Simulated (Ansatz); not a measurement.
Start from MgO in the rock salt structure (space group Fm-3m, No. 225).

```
MgO
1.0
    0.00000     2.10221     2.10221
    2.10221     0.00000     2.10221
    2.10221     2.10221     0.00000
Mg O
1 1
Direct
  0.00000   0.00000   0.00000
  0.50000   0.50000   0.50000
```

Calculations: r2SCAN (Ansatz, a quantum-chemistry and plane-wave program; PAW; 500 eV plane waves; no spin-orbit coupling).

Before the change:

```
Quantity                        Result
-----------------------------  -------
Band gap                       5.68 eV
Shortest interatomic distance  2.102 Å
```

Perturbation: cell and atoms relaxed at a pressure of 30 GPa.

Question: How does this affect the band gap?

Answer: The band gap rises by 1.51 eV, from 5.68 eV to 7.19 eV.

Question: What happens to the shortest interatomic distance?

Answer: The shortest interatomic distance drops by 0.093 Å to 2.009 Å.

Load acts through the strain it causes; cell and atoms are relaxed under it. Stability against distortions was not tested. No other phases were tried under pressure.
